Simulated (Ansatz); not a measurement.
Base system: TiO2 in the rutile structure (space group P4_2/mnm, No. 136).

```yaml
crystal:
  lattice:
    - [4.59120, 0.00000, 0.00000]
    - [0.00000, 4.59120, 0.00000]
    - [0.00000, 0.00000, 2.93905]
  atoms:
    - { symbol: Ti, position: [0.00000, 0.00000, 0.00000] }
    - { symbol: Ti, position: [0.50000, 0.50000, 0.50000] }
    - { symbol: O, position: [0.30444, 0.30444, 0.00000] }
    - { symbol: O, position: [0.80444, 0.19556, 0.50000] }
    - { symbol: O, position: [0.19556, 0.80444, 0.50000] }
    - { symbol: O, position: [0.69556, 0.69556, 0.00000] }
```

Cartesian axes are those of the cell as printed.

Computed with Ansatz (a program for electronic structure) PBEsol, spin-orbit coupling left out.

The change: uniaxial strain ε_xx = +1.20 %, all other strain components held at zero, atoms relaxed at fixed cell.

Q: Predict the stress tensor and what it implies for the stiffness.

A: Stress of the strained cell less that of the base (GPa, compression positive):
```
  -3.29    0.00    0.00
   0.00   -2.21    0.00
   0.00    0.00   -1.90
```

Then −Δσ_ii/ε with ε = 0.0120 gives relaxed-ion elastic constants: C11 ≈ 274 GPa, C12 ≈ 184 GPa and C13 ≈ 158 GPa.

Whether these cells are dynamically stable was not tested. The final runs are not spin-polarised.
